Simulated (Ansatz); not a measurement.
Al3SiCN3 (model structure, P3m1, No. 156, 8 atoms in the cell), treated with r²SCAN in Ansatz (plane waves, PAW).

Numerical settings: plane-wave cutoff 560 eV, 24×24×6 k mesh (along the axes of the cell as run), Fermi–Dirac smearing 0.05 eV, scalar-relativistic PAW data made under PBE.

The cell is the one relaxed with PBEsol. Conventional cell: a = 3.1265 Å, b = 3.1265 Å, c = 9.9876 Å, α = 90.00°, β = 90.00°, γ = 120.00°.

```yaml
crystal:
  lattice:
    - [3.12647, 0.00000, 0.00000]
    - [-1.56323, 2.70760, 0.00000]
    - [0.00000, 0.00000, 9.98756]
  atoms:
    - { symbol: Al, position: [0.66667, 0.33333, 0.99941] }
    - { symbol: N, position: [0.66667, 0.33333, 0.19504] }
    - { symbol: Al, position: [0.00000, 0.00000, 0.24534] }
    - { symbol: N, position: [0.00000, 0.00000, 0.44049] }
    - { symbol: Al, position: [0.66667, 0.33333, 0.49046] }
    - { symbol: N, position: [0.66667, 0.33333, 0.68753] }
    - { symbol: Si, position: [0.00000, 0.00000, 0.76159] }
    - { symbol: C, position: [0.00000, 0.00000, 0.93464] }
```

Question: List the 22 lowest band energies at Γ above −25 eV (eV, relative to the valence band maximum), grouping those that round alike.

Answer: At Γ: -19.70, -18.09, -16.99, -13.58, -9.01, -6.05, -5.72, -4.91 (×2), -3.61 (×2), -2.96 (×2), -2.27, 0.00 (×2), 0.78, 3.34, 4.78, 5.95 (×2), 6.79.

Note: the relaxation could raise the start's symmetry but not lower it, so the cell can be a saddle point; cell and atoms aren't relaxed at this level (largest force component 0.21 eV/Å, pressure -1.0 GPa).

A model structure was made by putting elements into a prototype or built by hand; it is no filed structure, need not be a known phase, and can be a saddle point held by its symmetry.

Ansatz is a program for electronic structure.
